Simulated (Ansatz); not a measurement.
# Evanescent states of Si$_{3}$N$_{4}$ (P6_3/m, 14 atoms a cell, 10.4 Å³ an atom) along the normal of (100)

The numbers are results of r2SCAN (plane waves, PAW; Ansatz, an electronic-structure program), not measurements.

The gap is the functional's own, uncorrected, and κ follows it; spin-orbit coupling is left out. Mid-gap means the computed energy nearest the middle.

Energies count from the valence-band top; κ is the least over a 10×4 mesh across the current.

```csv
E (eV),κ (1/Å),where
0.12,0.156,off Γ
0.34,0.261,off Γ
0.57,0.327,off Γ
0.81,0.378,off Γ
1.03,0.395,Γ
1.26,___,Γ
1.50,___,Γ
1.73,___,Γ
1.96,___,Γ
2.19,___,Γ
2.42,___,Γ
2.65,___,Γ
2.88,___,Γ
3.10,___,Γ
3.33,___,Γ
3.56,___,Γ
3.79,___,Γ
4.03,0.323,Γ
4.25,0.299,Γ
4.49,0.271,Γ
4.71,0.235,Γ
4.95,0.146,Γ
```

Task: Complete the blanks.

Result: 
- 1.26, κ (1/Å): 0.401
- 1.50, κ (1/Å): 0.405
- 1.73, κ (1/Å): 0.407
- 1.96, κ (1/Å): 0.407
- 2.19, κ (1/Å): 0.406
- 2.42, κ (1/Å): 0.402
- 2.65, κ (1/Å): 0.398
- 2.88, κ (1/Å): 0.391
- 3.10, κ (1/Å): 0.382
- 3.33, κ (1/Å): 0.371
- 3.56, κ (1/Å): 0.358
- 3.79, κ (1/Å): 0.342
